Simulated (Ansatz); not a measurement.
The reference is InP (space group Pm-3n, No. 223; a = 7.3342 Å; a hypothetical phase, not in the database extracts checked).

(Cell as relaxed with PBE.)

Levels (all Ansatz, a first-principles code, PAW): PBE (420 eV, spin-orbit coupling left out); PBEsol (420 eV, without spin-orbit coupling).

Each level relaxes its own structure.

```tsv
base	PBE	PBEsol
volume per atom	32.88 Å³	31.64 Å³
lattice parameter a	7.334 Å	7.241 Å
band gap	0.50 eV	0.65 eV
```

Modification: a negative pressure, −1 GPa.

| quantity | PBE | PBEsol |
|---|---|---|
| hole mass (degenerate bands, along [100]) | 0.031, 2.1, 2.1 mₑ (at Γ) | 0.041, 2.0, 2.0 mₑ (at Γ) |
| gap character | direct at Γ | direct at Γ |
| shortest interatomic distance | 2.613 Å | 2.578 Å |
| band gap | 0.37 eV | 0.54 eV |

PBE's shortest interatomic distance lies 0.0356 Å above PBEsol's (1.4 %); PBE's band gap lies 0.17 eV below PBEsol's; the two agree on the gap character. Neither level is exact; PBEsol is the comparison here, not a measurement.

Load acts through the strain it causes; cell and atoms are relaxed under it. Effective masses come from finite differences of ±0.01 Å⁻¹. Whether these cells are dynamically stable was not tested.
